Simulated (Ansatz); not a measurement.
The parent structure is ScAs in the zinc blende structure (space group F-43m, No. 216; a = 6.039 Å; a hypothetical phase, not in the database extracts checked). Axes: x, y, z lie along the cube axes.

The values are results of PBEsol, PAW, 420 eV (Ansatz, an electronic-structure program; no spin-orbit coupling), not measurements.

Before the change:

- Band gap: 1.48 eV

Modification: the cell is compressed by 0.35 % along y with no lateral relaxation; the atoms relax in the strained cell.

Q: What does the calculation give for the stress and band gap after the change?

A: The stress (xx, yy, zz, yz, xz, xy; compression positive) comes out as (0.21, 0.23, 0.21, 0.00, 0.00, 0.00) GPa; the band gap shrinks by 0.01 eV to 1.47 eV.

No phonon test of stability was made. All final runs are without spin polarisation.
